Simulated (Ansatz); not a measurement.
An Ansatz (a program for electronic structure) input (plane-wave PAW DFT at the PBEsol level (Ansatz, 420 eV), no spin-orbit coupling):

Ansatz 0.2 input:
```yaml
crystal:
  lattice:
    - [0.0097833337, 3.3735633568, 3.3735633568]
    - [3.3735633568, 0.0097833337, 3.3735633568]
    - [3.3833466905, 3.3833466905, 0]
  atoms:
    - { symbol: Mg, position: [0.25, 0.25, 0.25] }
    - { symbol: Mg, position: [0.75, 0.75, 0.75] }
    - { symbol: Sn, position: [0, 0, 0] }
basis: { ecutwfc: 420, ecutrho_ratio: 4, xc_grid: 2, fft_grid_basis: typed }
kpoints: { mp_grid: { grid: [15, 15, 15] } }
hamiltonian:
  xc: pbesol
  dispersion: none
  pseudopotentials: { kind: paw }
scf: { occupations: { method: fermi_dirac, width: 0.1 }, convergence: { dr2_threshold: 0.0000000003 } }
relax: { f_tol: 0.005, max_steps: 50 }
output: { forces: true, stress: true }
checkpoint: { write: state.ck, write_every: 1000 }
```

Q: Which symmetry and how many k-points will the program report, and about how many plane waves at Γ?

A: Space group Immm (ITA 71) with 8 operations, k-points 512 of 3375, and 1459 plane waves at Γ.

The cells carry an imposed strain or load. No phonon test of stability was made. The cell was made from Mg$_{2}$Sn (space group Fm-3m, No. 225) by this change: tensor shear ε_xy = +0.29 %.
